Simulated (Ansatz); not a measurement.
# Hypothetical diamond Mg: response to strain

Take Mg in the diamond structure (space group Fd-3m, No. 227; a hypothetical phase, not in the database extracts checked; relaxed with 0.1 eV smearing) as the base.

```
CELL_PARAMETERS angstrom
      0.00000     3.39104     3.39104
      3.39104     0.00000     3.39104
      3.39104     3.39104     0.00000
ATOMIC_POSITIONS crystal
  Mg 0.75000 0.75000 0.75000
  Mg 0.50000 0.50000 0.50000
```

Cartesian axes are those of the cell as printed.

Strains are applied to the cell and any free atomic positions relax; under biaxial strain the out-of-plane vector relaxes too.

Computed with Ansatz (a program for electronic structure), PBEsol, PAW, cutoff 420 eV, spin-orbit coupling left out.

Notes on the quantities. pressure: mean of the normal stresses, compression positive; energy relative to the base: free energy F.

| change | volume per atom | pressure | energy relative to the base | space group |
|---|---|---|---|---|
| base | 38.99 Å³ | 0.0 GPa | 0 meV/atom | Fd-3m (No. 227) |
| biaxial strain +0.49 %, plane normal [111], relaxed out of plane | 21.06 Å³ | 2.9 GPa | -0.772 eV/atom | R-3m (No. 166) |
| isotropic strain −2.15 % | 36.53 Å³ | 0.9 GPa | +6.3 meV/atom | Fd-3m (No. 227) |
| isotropic strain +1.24 % | 40.46 Å³ | -0.4 GPa | +2.0 meV/atom | Fd-3m (No. 227) |
| isotropic strain +3.23 % | 42.90 Å³ | -0.9 GPa | +12 meV/atom | Fd-3m (No. 227) |
| uniaxial strain ε_zz = +5.56 % | 41.16 Å³ | -0.6 GPa | +1.9 meV/atom | I4_1/amd (No. 141) |
| tensor shear ε_yz = +1.42 % | 38.99 Å³ | 0.0 GPa | -1.3 meV/atom | Imma (No. 74) |

No phonon test of stability was made. Under biaxial strain +0.49 %, plane normal [111], relaxed out of plane and tensor shear ε_yz = +1.42 % the cell ends below the base's energy or with stress of the wrong sign: the atoms slid into a distortion or the cell is elastically unstable, so the base is not a stable minimum at this level.
